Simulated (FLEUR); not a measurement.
Band structure of Ir (Fm-3m, 1 atom in the cell).

```
Ir
1.0
    0.00000     1.97051     1.97051
    1.97051     0.00000     1.97051
    1.97051     1.97051     0.00000
Ir
1
Direct
  0.00000   0.00000   0.00000
```

Method: PBE, all-electron FLAPW (FLEUR), scalar-relativistic valence run with FLEUR.

Settings: Kmax = 4.1 1/bohr; GmaxXC = 16.4 1/bohr; xcFunctional = pbe; jspins = 1; l_soc = F; mode = hist; fermiSmearingEnergy = 0.00183747 Htr; mesh (inpgen div1-3) = 12 12 12; inpgen gamma flag = true; Gmax = 16.4 1/bohr; numbands = 0; maxIterBroyd = 15; imix = Anderson; alpha = 0.05.

The starting cell comes from a database of computed structures (which also holds hypothetical and non-ambient phases and stackings), without a prior relaxation at this level. Its lattice was rescaled by a random factor within 2.5 % of one. Spin-orbit coupling is off. Spin polarisation is off. Values depend on the basis (sphere radii, cutoffs, local orbitals), which need not be converged.

Levels in eV from the Fermi level, bands 4 to 11:
| point | 4 | 5 | 6 | 7 | 8 | 9 | 10 | 11 |
|---|---|---|---|---|---|---|---|---|
| Γ | -10.30 | -3.46 | -3.46 | -3.46 | -1.09 | -1.09 | 13.81 | 18.90 |
| X | -7.07 | -6.54 | 0.73 | 1.27 | 1.27 | 1.71 | 9.56 | 11.16 |
| W | -5.57 | -4.36 | -4.36 | -1.60 | 1.27 | 7.49 | 8.54 | 8.54 |
| K | -6.19 | -5.35 | -2.58 | -0.79 | 0.51 | 5.90 | 7.17 | 10.72 |
| L | -7.32 | -3.55 | -3.55 | -0.56 | 0.76 | 0.76 | 6.54 | 13.44 |
| U | -6.19 | -5.35 | -2.58 | -0.79 | 0.51 | 5.90 | 7.17 | 10.72 |
